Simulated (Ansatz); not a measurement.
# InSb: response to strain

Consider InSb in the zinc blende structure (space group F-43m, No. 216).

```xyz
2
Lattice="0.0000 3.2248 3.2248 3.2248 0.0000 3.2248 3.2248 3.2248 0.0000" Properties=species:S:1:pos:R:3 pbc="T T T"
In     0.0000     0.0000     0.0000
Sb     1.6124     1.6124     1.6124
```

Cartesian axes are those of the cell as printed.

Strains are applied to the cell and any free atomic positions relax.

Computed with Ansatz (a first-principles code), LDA, PAW, cutoff 420 eV, no SOC.

Notes on the quantities. pressure: mean of the normal stresses, compression positive; energy relative to the base: free energy F.

| case | pressure | shortest interatomic distance | energy relative to the base |
|---|---|---|---|
| base | 0.0 GPa | 5.278 bohr | 0 meV/atom |
| uniaxial strain ε_zz = −1.00 % | 0.5 GPa | 5.260 bohr | +0.7 meV/atom |
| uniaxial strain ε_zz = −0.50 % | 0.2 GPa | 5.269 bohr | +0.2 meV/atom |
| uniaxial strain ε_zz = +0.50 % | -0.2 GPa | 5.286 bohr | +0.2 meV/atom |
| uniaxial strain ε_zz = +1.00 % | -0.5 GPa | 5.295 bohr | +0.7 meV/atom |
| uniaxial strain ε_zz = +1.50 % | -0.7 GPa | 5.304 bohr | +1.5 meV/atom |
| uniaxial strain ε_zz = +2.00 % | -0.9 GPa | 5.313 bohr | +2.7 meV/atom |
| uniaxial strain ε_zz = +2.50 % | -1.1 GPa | 5.322 bohr | +4.2 meV/atom |
| uniaxial strain ε_zz = +3.00 % | … | … | … |

**Question.** Some entries are withheld; estimate them.

**Answer.** 
- uniaxial strain ε_zz = +3.00 %, pressure: -1.3 GPa
- uniaxial strain ε_zz = +3.00 %, shortest interatomic distance: 5.331 bohr
- uniaxial strain ε_zz = +3.00 %, energy relative to the base: +6.1 meV/atom

Whether these cells are dynamically stable was not tested. The final runs are not spin-polarised.
